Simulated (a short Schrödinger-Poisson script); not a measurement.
Solved with a short Schrödinger-Poisson script written for these runs: 1D Poisson equation in equilibrium, electrons quantum, Hartree (BenDaniel-Duke, 12 states a valley, the channel's in-plane mass for all, wave functions free to enter the dielectric), parabolic valleys, classical holes, full ionisation, no traps, pinning or gate leakage.

Stack: MOS inversion layer, Al2O3 on p-type InP, at 300 K.

From the gate side: 6.5 nm Al2O3; 1900 nm InP, acceptors 6.3e16 cm⁻³.

Constants are typed, rounded textbook-type inputs, not results; the design itself was drawn at random and stands for no fabricated device. Al2O3: permittivity 9, conduction-band edge (eV) 3.03, gap (eV) 6.8, electron mass (mₑ) 0.3. InP: permittivity 12.5, conduction-band edge (eV) 0, gap (eV) 1.344, Nv at 300 K (cm⁻³) 1.1e19.

Channel valleys (confinement mass, in-plane density-of-states mass, number): Γ 0.08, 0.08, 1. At the gate the conduction-band edge of layer 1 lies 3.29 eV − eVg above the Fermi level of the channel; the field vanishes at the back. Gaps are held at their typed values at every temperature. Mesh 0.03 nm at interfaces.

Task: Give the capacitance at Vg = 1.8 V (μF/cm²); the centroid of the channel electrons at Vg = 1.8 V (nm); the gate voltage at 1e11 electrons/cm² (V).

Result: capacitance at Vg = 1.8 V (μF/cm²): 0.919; centroid of the channel electrons at Vg = 1.8 V (nm): 3.15; gate voltage at 1e11 electrons/cm² (V): 0.46. Above a few 1e12 electrons/cm² a light Γ valley is non-parabolic and upper valleys begin to fill, which the model leaves out.
